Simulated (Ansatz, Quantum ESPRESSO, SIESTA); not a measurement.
# Code comparison for AlFe3C (P1, 5 atoms in the cell)

Self-consistent single point, at a second geometry (atoms moved at random). First geometry:

```
CELL_PARAMETERS angstrom
      3.78978     0.00000     0.00000
      0.00000     3.78978     0.00000
      0.00000     0.00000     3.78978
ATOMIC_POSITIONS crystal
  Al 0.00000 0.00000 0.00000
  Fe 0.00000 0.50000 0.50000
  Fe 0.50000 0.00000 0.50000
  Fe 0.50000 0.50000 0.00000
  C  0.50000 0.50000 0.50000
```
Moments meant for the start (each program seeds them in its own way; μB, in the order of the atoms Al Fe Fe Fe C): 0.0 4.0 4.0 4.0 0.0.

Second geometry:
```xyz
5
Lattice="3.7898 0.0000 0.0000 0.0000 3.7898 0.0000 0.0000 0.0000 3.7898" Properties=species:S:1:pos:R:3 pbc="T T T"
Al     0.0208    -0.0399    -0.0242
Fe    -0.0275     1.9375     1.8712
Fe     1.8877     0.0169     1.9216
Fe     1.8912     1.9280     0.0356
C      1.9124     1.8421     1.8805
```
Moments meant for the start (each program seeds them in its own way; μB, in the order of the atoms Al Fe Fe Fe C): 0.0 4.0 4.0 4.0 0.0.

Shared settings, as Ansatz (an electronic-structure program) writes them: kpoints.mp_grid.grid = 7 7 7; scf.occupations.method = fermi_dirac; scf.occupations.width = 0.0073 Ry. Potentials and cutoffs stand in the table.

```csv
code,model,ΔF from the first geometry (meV/atom),pressure (GPa),largest force (eV/Å),size of the net moment (μB/atom),cutoff
Quantum ESPRESSO,"LDA (PZ), GBRV 1.5 ultrasoft (LDA) pseudopotentials",16.1,-19.92,1.193,0.55,50 Ry
Ansatz,"LDA (PW92), PAW files made with PBE",15.8,-20.59,1.170,0.51,default
SIESTA,"LDA PW92, numerical atomic orbitals TZP, PseudoDojo LDA standard norm-conserving potentials (rewritten from UPF to PSML)",16.4,-20.38,1.215,0.58,grid 350 Ry
```

Size of the force on each atom (eV/Å): Sizes of forces hide their directions.

```
code                Al1    Fe2    Fe3    Fe4     C5
----------------  -----  -----  -----  -----  -----
Quantum ESPRESSO  0.322  0.709  0.751  0.800  1.193
Ansatz            0.319  0.698  0.733  0.786  1.170
SIESTA            0.327  0.706  0.755  0.803  1.215
```

On Ansatz's run: the moments shrank to a small part of their start, a low-spin state that need not be the lowest.

The spread over the programs that give each value: ΔF from the first geometry within 0.6 meV/atom; pressure within 0.67 GPa; largest force within 0.045 eV/Å; size of the net moment within 0.07 μB/atom.

SIESTA uses small atom-centred bases, whose incompleteness enters pressures, forces and empty levels differently from a plane-wave cutoff. Ansatz's pressure is given at a fixed set of plane waves, as the other plane-wave codes print theirs; with its correction for the finite basis it is -20.43 GPa. The same LDA comes in different parametrisations, which differ slightly.

The starting cell comes from a database of computed structures (which also holds hypothetical and non-ambient phases and stackings), without a prior relaxation at this level. For this run, on top of that: atoms moved at random.

Keys are those of Ansatz 0.2.
